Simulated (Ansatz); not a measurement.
System: AgI (model structure, started from the NiAs type, P6₃/mmc, No. 194, 4 atoms in the cell). Method: PBE in Ansatz (PAW).

Settings: plane-wave cutoff 520 eV, 12×12×6 k mesh (along the axes of the cell as run), Fermi–Dirac smearing 0.01 eV, no spin polarisation, scalar-relativistic PAW data made under PBE.

Cell (relaxed with PBEsol):

AgI has the hexagonal space group P6₃/mmc (No. 194), the NiAs type structure, Pearson symbol hP4. Lattice parameters: a = 4.419 Å, b = 4.419 Å, c = 6.410 Å, α = 90.00°, β = 90.00°, γ = 120.00°. Ag on 2a is coordinated by 6 I at 3.013 Å (octahedral). I on 2c is coordinated by 6 Ag at 3.013 Å. (Neighbours: up to the widest gap in distance over summed covalent radii, below 1.35, at either atom; cation-cation and far metal-metal contacts left out.)

### Question
What does this level give for the band gap and smallest direct gap on the k points sampled?

### Answer

- band gap: 0.80 eV
- smallest direct gap on the k points sampled: 0.97 eV

Note: the relaxation could raise the start's symmetry but not lower it, so the cell can be a saddle point; cell and atoms aren't relaxed at this level (pressure 3.7 GPa).

Spin–orbit coupling is not included; with these elements it can move the gap by several tenths of an eV or more.

A model structure was made by putting elements into a prototype or built by hand; it is no filed structure, need not be a known phase, and can be a saddle point held by its symmetry.

Ansatz is an electronic-structure program.
